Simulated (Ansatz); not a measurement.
The reference is TaN in the rock salt structure (space group Fm-3m, No. 225; a = 4.3756 Å).

Structures relaxed with PBEsol, PAW, 420 eV (Ansatz, an electronic-structure program; scalar-relativistic without spin-orbit coupling).

Base:

Simulated powder pattern, Co Kα, λ = 1.79026 Å (kinematic, ideal powder, no thermal factors, no anomalous dispersion; the 14 strongest lines at most, above 2 %, up to 2θ = 90°):

```csv
2θ (°),I/Imax (%),hkl
41.50,100,(111)
48.30,66,(200)
70.71,44,(220)
85.45,46,(311)
```

After one change:

Simulated powder pattern, Co Kα, λ = 1.79026 Å (kinematic, ideal powder, no thermal factors, no anomalous dispersion; the 14 strongest lines at most, above 2 %, up to 2θ = 90°):

| 2θ (°) | I/Imax (%) |
|---|---|
| 11.46 | 20 |
| 23.03 | 4.1 |
| 34.85 | 4.1 |
| 36.01 | 11 |
| 41.48 | 100 |
| 47.06 | 23 |
| 48.88 | 48 |
| 59.34 | 7.9 |
| 61.42 | 3.9 |
| 70.19 | 28 |
| 70.69 | 3.2 |
| 71.62 | 16 |
| 83.60 | 11 |
| 86.30 | 29 |

Question: Which of these changes matches the shifts?
A) x(Nb) = 0.5, 8 atoms, P4/nmm
B) x(Nb) = 0.75, 8 atoms, R-3m
C) x(Nb) = 0.333, 6 atoms, I4/mmm
D) x(Nb) = 0.667, 6 atoms, I4/mmm

Answer: A, x(Nb) = 0.5, 8 atoms, P4/nmm. Its volume per atom is 10.50 Å³ against 10.47 Å³, and its space group is P4/nmm (No. 129).

Each cell is one ordered arrangement of few atoms, which overstates ordering effects compared with a random alloy. Stability against distortions was not tested. All final runs are without spin polarisation. This is not the structure that TaN has at room temperature and ambient pressure.
